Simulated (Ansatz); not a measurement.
**CdS (model structure, started from the BeO type, P4₂/mnm, No. 136, 8 atoms in the cell)**

All values below come from r²SCAN+rVV10 in Ansatz (plane waves, PAW).

Run with plane-wave cutoff 560 eV, 6×6×10 k mesh (along the axes of the cell as run), Fermi–Dirac smearing 0.01 eV, scalar-relativistic PAW data made under PBE.

Cell (relaxed at this level):

```cif
data_Cd4S4
_chemical_formula_sum 'Cd4 S4'
_space_group_name_H-M_alt 'P42/mnm'
_space_group_IT_number 136
_space_group_name_Hall '-P 4n 2n'
_cell_length_a 7.07555
_cell_length_b 7.07555
_cell_length_c 4.19676
_cell_angle_alpha 90.000
_cell_angle_beta 90.000
_cell_angle_gamma 90.000
loop_
_atom_site_label
_atom_site_type_symbol
_atom_site_symmetry_multiplicity
_atom_site_Wyckoff_symbol
_atom_site_fract_x
_atom_site_fract_y
_atom_site_fract_z
_atom_site_occupancy
Cd1 Cd 4 g 0.17830 0.17830 0.50000 1
S1 S 4 f 0.31471 0.31471 0.00000 1
```

```json
{
 "band_gap": "1.70 eV"
}
```

Note: the relaxation could raise the start's symmetry but not lower it, so the cell can be a saddle point.

Spin–orbit coupling is not included.

Computed values are for the static lattice.

A model structure was made by putting elements into a prototype or built by hand; it is no filed structure, need not be a known phase, and can be a saddle point held by its symmetry.

Ansatz is a quantum-chemistry and plane-wave program.
